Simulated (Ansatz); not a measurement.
The parent structure is CdSe in the wurtzite structure (space group P6_3mc, No. 186; a = 4.383 Å, c = 7.154 Å).

Level of theory: Kohn–Sham DFT with the PBE functional, run in Ansatz (an electronic-structure program) with PAW and 420 eV plane waves, no spin-orbit coupling.

Strains are applied to the cell and any free atomic positions relax.

One change was made to it. Results:

| quantity | base | after |
|---|---|---|
| gap character | direct at Γ | direct at Γ |
| electron mass | – | 0.042 mₑ (at Γ) |
| band gap | 0.54 eV | 0.35 eV |
| pressure (mean of the normal stresses, compression positive) | 0.00 GPa | -3.21 GPa |
| valence-band top at Γ (three highest levels, from the VBM) | 0.00, 0.00, -0.04 eV | 0.00, 0.00, -0.03 eV |

### Question
Name the change that was made.
(A) isotropic strain +1.80 %
(B) isotropic strain +3.00 %
(C) isotropic strain +1.20 %

### Answer
B, isotropic strain +3.00 %. For comparison, the band gap in the other runs: isotropic strain +1.80 % gives 0.43 eV; isotropic strain +1.20 % gives 0.47 eV.

Masses are band curvatures over ±0.01 Å⁻¹ around the edge. Stability against distortions was not tested.
